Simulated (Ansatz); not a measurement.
We consider cubic perovskite KMgF₃, described by LDA (PAW; Ansatz, a first-principles code).

Run with plane-wave cutoff 520 eV, 8×8×8 k mesh, Fermi–Dirac smearing 0.01 eV, scalar-relativistic PAW data made under PBE.

Properties against volume:

```json
[
 {"V (Å³/atom)": "11.222", "P (GPa)": "6.15", "direct gap at Γ (eV)": "8.281", "smallest gap on the k mesh (eV)": "7.967"},
 {"V (Å³/atom)": "11.461", "P (GPa)": "3.87", "direct gap at Γ (eV)": "8.102", "smallest gap on the k mesh (eV)": "7.785"},
 {"V (Å³/atom)": "11.700", "P (GPa)": "1.83", "direct gap at Γ (eV)": "7.931", "smallest gap on the k mesh (eV)": "7.611"},
 {"V (Å³/atom)": "11.938", "P (GPa)": "0.01", "direct gap at Γ (eV)": "7.767", "smallest gap on the k mesh (eV)": "7.445"},
 {"V (Å³/atom)": "12.177", "P (GPa)": "-1.62", "direct gap at Γ (eV)": "7.609", "smallest gap on the k mesh (eV)": "7.286"},
 {"V (Å³/atom)": "12.416", "P (GPa)": "-3.08", "direct gap at Γ (eV)": "7.458", "smallest gap on the k mesh (eV)": "7.134"},
 {"V (Å³/atom)": "12.655", "P (GPa)": "-4.39", "direct gap at Γ (eV)": "7.313", "smallest gap on the k mesh (eV)": "6.989"}
]
```

The fundamental gap (7.44 eV at the equilibrium volume, with added k points) lies elsewhere than Γ–Γ.
